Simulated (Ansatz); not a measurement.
Input:

```xyz
6
Lattice="4.2052 0.0000 0.0000 -2.1026 3.6418 0.0000 0.0000 0.0000 13.3651" Properties=species:S:1:pos:R:3 pbc="T T T"
Si     0.0000     0.0000     0.0000
Pb     0.0000     0.0000     6.6825
I      0.0000     2.4279     1.6193
I      0.0000     2.4279     8.7061
I      2.1026     1.2139     4.6590
I      2.1026     1.2139    11.7458
```

A single point on PbI2 with a change (x(Si) = 0.5, 6 atoms, P-3m1), its geometry relaxed with PBEsol-D3(BJ).

The values are results of Ansatz (a quantum-chemistry and plane-wave program) PBEsol, with spin-orbit coupling, earlier PAW set, not measurements. k-mesh 9×9×3 (Γ-centred); smearing 0.05 eV (Fermi–Dirac).

Task: Estimate the valence-band top at Γ (three highest Kramers pairs, from the VBM).

Result: 0.00, -0.87, -1.10 eV.

Task: Estimate the band gap.

Result: 1.16 eV.

Task: What is the computed electron mass?

Result: 0.96 mₑ along c, 0.18 mₑ across (at Γ).

Task: Predict the width of the top valence band.

Result: 1.13 eV.

Single points use the geometry relaxed with PBEsol-D3(BJ). Masses are band curvatures over ±0.01 Å⁻¹ around the edge. Stability against distortions was not tested. The cell was made from PbI2 by this change: x(Si) = 0.5, 6 atoms, P-3m1.
